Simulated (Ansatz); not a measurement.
System: interstitial H in germanium (charge state -1). All values below come from PBE, PAW (plane waves to 420 eV; Ansatz, a program for electronic structure).

64-site cell at the relaxed PBE lattice, one k-point at (0.250, 0.250, 0.250), smearing 0.05 eV, spin-restricted, no finite-size correction. Energies are static. PBE gaps are too small, and in this host the defect's levels may merge with the bands. The charge state is imposed; whether it is stable for some Fermi level was not computed. Sites that were not tried may lie lower.

Relaxed starting cell (atoms counted from 1):

```
CELL_PARAMETERS angstrom
     11.52000     0.00000     0.00000
      0.00000    11.52000     0.00000
      0.00000     0.00000    11.52000
ATOMIC_POSITIONS crystal
  Ge 0.00062 0.99934 0.25052
  Ge 0.00029 0.00058 0.75109
  Ge 0.00033 0.49937 0.25117
  Ge 0.99736 0.50104 0.75360
  Ge 0.50171 0.99942 0.25072
  Ge 0.50063 0.00064 0.75102
  Ge 0.50630 0.50124 0.24536
  Ge 0.50138 0.49962 0.75226
  Ge 0.12605 0.37658 0.12555
  Ge 0.12140 0.37491 0.63243
  Ge 0.12702 0.87549 0.12687
  Ge 0.12583 0.87672 0.62718
  Ge 0.63030 0.37503 0.12422
  Ge 0.62714 0.37677 0.62664
  Ge 0.62725 0.87559 0.12679
  Ge 0.62700 0.87675 0.62734
  Ge 0.00066 0.24960 0.00019
  Ge 0.00040 0.25031 0.50027
  Ge 0.00033 0.75020 0.00147
  Ge 0.99746 0.75263 0.50189
  Ge 0.50173 0.24985 0.00032
  Ge 0.50636 0.24438 0.50203
  Ge 0.50066 0.75009 0.00148
  Ge 0.50145 0.75138 0.50052
  Ge 0.12608 0.12464 0.37748
  Ge 0.12706 0.12597 0.87631
  Ge 0.12148 0.63148 0.37566
  Ge 0.12584 0.62628 0.87762
  Ge 0.63039 0.12327 0.37585
  Ge 0.62727 0.12590 0.87650
  Ge 0.62720 0.62575 0.37769
  Ge 0.62702 0.62643 0.87757
  Ge 0.25010 0.99922 0.00011
  Ge 0.25034 0.99925 0.50076
  Ge 0.25033 0.49986 0.00017
  Ge 0.23150 0.52293 0.52379
  Ge 0.75079 0.99984 0.00075
  Ge 0.75206 0.99932 0.50150
  Ge 0.75202 0.50060 0.00024
  Ge 0.75110 0.50002 0.50093
  Ge 0.39638 0.35307 0.35397
  Ge 0.37731 0.37630 0.87775
  Ge 0.37732 0.87683 0.37720
  Ge 0.37760 0.87711 0.87800
  Ge 0.87656 0.37608 0.37700
  Ge 0.87565 0.37554 0.87765
  Ge 0.87568 0.87671 0.37645
  Ge 0.87687 0.87625 0.87717
  Ge 0.24623 0.24322 0.24411
  Ge 0.25204 0.25078 0.75174
  Ge 0.25205 0.75090 0.25160
  Ge 0.24921 0.75301 0.75390
  Ge 0.75243 0.24953 0.25038
  Ge 0.75042 0.24997 0.75054
  Ge 0.75043 0.74964 0.25088
  Ge 0.75014 0.75087 0.75172
  Ge 0.37832 0.12345 0.12431
  Ge 0.37565 0.12528 0.62627
  Ge 0.37564 0.62542 0.12612
  Ge 0.38108 0.63323 0.63409
  Ge 0.87754 0.12528 0.12615
  Ge 0.87708 0.12658 0.62711
  Ge 0.87705 0.62624 0.12743
  Ge 0.87526 0.62661 0.62748
  H  0.31474 0.43830 0.43959
```
Cell charge -1.

End state 1 differs by these moves (Å; atoms that move under 0.08 Å are left out):

| atom | element | Δx | Δy | Δz |
|---|---|---|---|---|
| 7 | Ge | -0.25 | -0.20 | 0.19 |
| 13 | Ge | -0.08 | 0.06 | 0.08 |
| 31 | Ge | -0.08 | -0.07 | -0.09 |
| 36 | Ge | 0.17 | -0.17 | -0.20 |
| 41 | Ge | -0.58 | -0.09 | 0.64 |
| 59 | Ge | 0.07 | -0.03 | 0.05 |
| 60 | Ge | -0.04 | -0.05 | -0.07 |
| 65 | H | -0.58 | -2.02 | 0.68 |

Problem. What is the computed forward and backward barriers to end state 1 (PBE, PAW)?

Solution. forward 0.61 eV, backward 0.42 eV; at the saddle point atom 65 has neighbours Ge at 1.83, Ge at 2.07 Å. The saddle point's order was not checked.
